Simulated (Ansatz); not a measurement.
AlAs (model structure, started from the BN type, Pm-3n, No. 223, 12 atoms in the cell) was calculated with PBEsol+SOC (plane waves, PAW; Ansatz, a first-principles code).

Run with plane-wave cutoff 520 eV, 4×4×4 k mesh, Fermi–Dirac smearing 0.01 eV, PAW data made under PBE.

Cell (relaxed with PBEsol):

```xyz
12
Lattice="6.9843 0.0000 0.0000 0.0000 6.9843 0.0000 0.0000 0.0000 6.9843" Properties=species:S:1:pos:R:3 pbc="T T T"
Al     1.7461     0.0000     3.4922
Al     3.4922     1.7461     0.0000
Al     3.4922     5.2382     0.0000
Al     5.2382     0.0000     3.4922
Al     0.0000     3.4922     5.2382
Al     0.0000     3.4922     1.7461
As     1.7461     3.4922     0.0000
As     0.0000     1.7461     3.4922
As     0.0000     5.2382     3.4922
As     5.2382     3.4922     0.0000
As     3.4922     0.0000     5.2382
As     3.4922     0.0000     1.7461
```

Question: What does this level give for the band gap, smallest direct gap on the k points sampled and Γ–Γ gap?

Answer: 
band gap: 1.16 eV (indirect)
smallest direct gap on the k points sampled: 1.27 eV
Γ–Γ gap: 1.34 eV

Note: the relaxation could raise the start's symmetry but not lower it, so the cell can be a saddle point.

A model structure was made by putting elements into a prototype or built by hand; it is no filed structure, need not be a known phase, and can be a saddle point held by its symmetry.
